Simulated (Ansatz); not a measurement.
The (10-12) face of hcp Ti can be cut between different planes. Symmetric, stoichiometric slabs relaxed in the 1x1 cell (20.3 Å²): top plane Ti, 1.14 Å over the next in the ideal cut; top plane Ti, 0.57 Å over the next in the ideal cut.

Method: PBE (plane waves to 420 eV, PAW; Ansatz, an electronic-structure program).

Order them by surface energy (lowest first) at the level PBE.

the cut with an outer spacing of 0.57 Å (1.98 J/m²), the cut with an outer spacing of 1.14 Å (2.11 J/m²)
